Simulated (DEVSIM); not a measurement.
System: Au/AlN/SiO2/p-Si capacitor, at 300 K.

```tsv
layer (left to right)	material	thickness (nm)	Na (cm⁻³)
1	AlN	5.00	-
2	SiO2	0.580	-
3	Si	2600	4.8e16
```

Metal gate on the left, work function 5.1 eV. Fixed charge at the semiconductor interface 0 cm⁻² (in units of +e); no interface traps.

The device is made up for the run: typed textbook-type constants, with dimensions and the other settings drawn at random. Values at 300 K.

| parameter | AlN | SiO2 | Si |
|---|---|---|---|
| gap (eV) | 6.1 | 9 | 1.124 |
| affinity (eV) | 1.9 | 0.9 | 4.05 |
| permittivity | 8.5 | 3.9 | 11.7 |
| Nc (cm⁻³) | - | - | 2.86e19 |
| Nv (cm⁻³) | - | - | 3.1e19 |

DEVSIM, 1D Poisson equation in equilibrium, Boltzmann statistics, complete ionisation; no quantum confinement or tunnelling. Metal contacts follow the ideal Schottky-Mott rule: no Fermi-level pinning, no interface dipoles.

Q: Give the band bending (positive: bands bend down) and minority sheet density.

A: 
| Vg (V) | ψs (V) | minority carriers (cm⁻²) |
|---|---|---|
| -0.5 | -0.167 | < 1e8 |
| -0.2 | -0.121 | < 1e8 |
| 0.1 | 0.005 | < 1e8 |
| 0.4 | 0.256 | < 1e8 |
| 0.7 | 0.532 | < 1e8 |
| 1 | 0.811 | 2.4e10 |
| 1.3 | 0.932 | 1.3e12 |
